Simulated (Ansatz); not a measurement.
Cu, response to strain

Take Cu in the fcc (Cu type) structure (space group Fm-3m, No. 225; a = 3.564 Å; relaxed with 0.1 eV smearing) as the base. Axes: x, y, z lie along the cube axes.

Strains are applied to the cell and any free atomic positions relax; under biaxial strain the out-of-plane vector relaxes too.

All numbers come from PBEsol, PAW, 420 eV (Ansatz, a quantum-chemistry and plane-wave program; no SOC).

Notes on the quantities. energy relative to the base: free energy F.

```csv
"biaxial strain, plane normal [111], relaxed out of plane (%)",energy relative to the base (meV/atom)
0,0.0
0.42,?
0.83,1.5
1.25,3.4
1.67,6.0
2.08,9.1
2.5,12.8
```

### Question
Fit ΔE = Aε² + Bε³ (ε in %) to the rows shown and predict the withheld row.

### Answer
Least squares on the printed values gives A = 2.33 and B = -0.11 meV/atom (largest residual 0.0 meV/atom); this predicts 0.4 meV/atom, and the run gives 0.4 meV/atom, in agreement.

Stability against distortions was not tested. All final runs are without spin polarisation.
